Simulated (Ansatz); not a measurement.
**HgO (P3₁21, No. 152, 6 atoms in the cell; start mp-7826; a measured phase of this formula has another space group)**

The numbers are results of PBE0 (PAW; Ansatz, an electronic-structure program), not measurements.

Numerical settings: plane-wave cutoff 460 eV, 9×9×4 k mesh (along the axes of the cell as run), Fermi–Dirac smearing 0.01 eV, scalar-relativistic PAW data made under PBE.

Cell (relaxed with PBEsol):

```yaml
crystal:
  lattice:
    - [3.61582, 0.00000, 0.00000]
    - [-1.80791, 3.13139, 0.00000]
    - [0.00000, 0.00000, 8.73896]
  atoms:
    - { symbol: Hg, position: [0.23411, 0.23411, 0.50000] }
    - { symbol: Hg, position: [0.76589, 0.00000, 0.83333] }
    - { symbol: Hg, position: [0.00000, 0.76589, 0.16667] }
    - { symbol: O, position: [0.54954, 0.54954, 0.00000] }
    - { symbol: O, position: [0.45046, 0.00000, 0.33333] }
    - { symbol: O, position: [0.00000, 0.45046, 0.66667] }
```

| Quantity | Result |
|---|---|
| band gap | 3.34 eV |
| smallest direct gap on the k points sampled | 3.53 eV |

Note: cell and atoms aren't relaxed at this level (pressure 1.2 GPa).

Spin–orbit coupling is not included.

The result took around 15 core-minutes (rough).

A start named mp-… is a Materials Project structure, which need not be a measured phase.
